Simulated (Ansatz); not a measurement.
## Effect of Mg → Ca on MgS

Start from MgS in the rock salt structure (space group Fm-3m, No. 225; a = 5.182 Å).

Modification: Ca takes the place of Mg on all its sites; the structure is relaxed again.

All numbers come from Kohn–Sham DFT with the PBEsol functional, run in Ansatz (a quantum-chemistry and plane-wave program) with PAW and 420 eV plane waves, no spin-orbit coupling. k-mesh 10×10×10 (Γ-centred); smearing 0.05 eV (Fermi–Dirac), for the changed cell.

Volume per atom: 22.34 Å³ (base 17.39 Å³)
Lattice parameter a: 563.3 pm (base 518.2 pm)
Shortest interatomic distance: 281.7 pm (base 259.1 pm)
Band gap: 2.16 eV (base 2.73 eV)
Gap character: indirect, Γ → X (base indirect, Γ → X)
Electron mass: 1.4 mₑ along k, 0.29 mₑ across (at X) (base 0.53 mₑ along k, 0.29 mₑ across (at X))
Hole mass (degenerate bands, along [100]): 0.22, 1.1, 1.1 mₑ (at Γ) (base 0.25, 0.92, 0.92 mₑ (at Γ))

Final structure:

```xyz
2
Lattice="0.0000 2.8166 2.8166 2.8166 0.0000 2.8166 2.8166 2.8166 0.0000" Properties=species:S:1:pos:R:3 pbc="T T T"
S      0.0000     0.0000     0.0000
Ca     2.8166     2.8166     2.8166
```

Masses are band curvatures over ±0.01 Å⁻¹ around the edge. Along k means along the line from Γ to the band edge. Whether these cells are dynamically stable was not tested.
